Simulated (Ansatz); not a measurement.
# MoS2: Mo → W

Consider MoS$_{2}$ in the 3R-MoS2 type structure (space group R3m, No. 160; a = 3.116 Å, c = 17.356 Å (hexagonal axes); layered, stacked along the Cartesian z axis).

It is then changed as follows: every Mo is replaced by W; the structure is relaxed again.

Computed with DFT with PBEsol-D3(BJ), PAW potentials and a 420 eV plane-wave cutoff in Ansatz (a quantum-chemistry and plane-wave program), no SOC. Γ-centred 12×12×12 mesh, Fermi–Dirac width 0.05 eV.

```tsv
quantity	base	changed	shift
volume per atom	16.21 Å³	16.42 Å³	+0.204 Å³
density	5.47 g/cm³	8.36 g/cm³	+2.896 g/cm³
lattice parameter a	3.116 Å	3.120 Å	+0.0048 Å
c/a ratio	5.571	5.615	+0.044
shortest interatomic distance	2.380 Å	2.388 Å	+0.008 Å
band gap	0.50 eV	0.67 eV	+0.17 eV
gap character	indirect, T → Γ–S₀ (56 % along)	indirect, T → Γ–S₀ (56 % along)	–
smallest direct gap	1.87 eV	2.03 eV	+0.16 eV
electron mass	–	0.37 mₑ along c, 0.52 mₑ across (off the special points)	–
hole mass	1.1 mₑ along k, 0.46 mₑ across (at T)	0.92 mₑ along k, 0.44 mₑ across (at T)	–
```

Final structure:

```yaml
crystal:
  lattice:
    - [1.56019, 0.90078, 5.84014]
    - [-1.56019, 0.90078, 5.84014]
    - [0.00000, -1.80156, 5.84014]
  atoms:
    - { symbol: W, position: [0.00003, 0.00003, 0.00003] }
    - { symbol: S, position: [0.75617, 0.75617, 0.75617] }
    - { symbol: S, position: [0.57710, 0.57710, 0.57710] }
```

Spin-orbit coupling, missing from the scalar runs, can matter with W. Masses are band curvatures over ±0.01 Å⁻¹ around the edge. Along k means along the line from Γ to the band edge. Stability against distortions was not tested.
